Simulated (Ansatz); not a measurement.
## The (221) surface of fcc Al in its 1x1 cell, outermost plane spacing 0.67 Å in the ideal cut

Level of theory: PBE (plane waves to 420 eV, PAW; Ansatz, a first-principles code).

Set-up: 16 atoms, 10.1 Å thick at the start (thin: gaps and levels are the slab's own); mesh 13x5x1; 0.1 eV smearing; dipole correction on; all atoms relaxed; symmetry of the start imposed; no spin, no spin-orbit, no U.

The surface energy (mean of both faces) comes out as 0.94 J/m², the surface energy before relaxation is 0.96 J/m² and the work function of the top face comes out as 4.09 eV. The energy released by relaxation is 0.066 eV. The cost is around 3.0 core-minutes (rough).
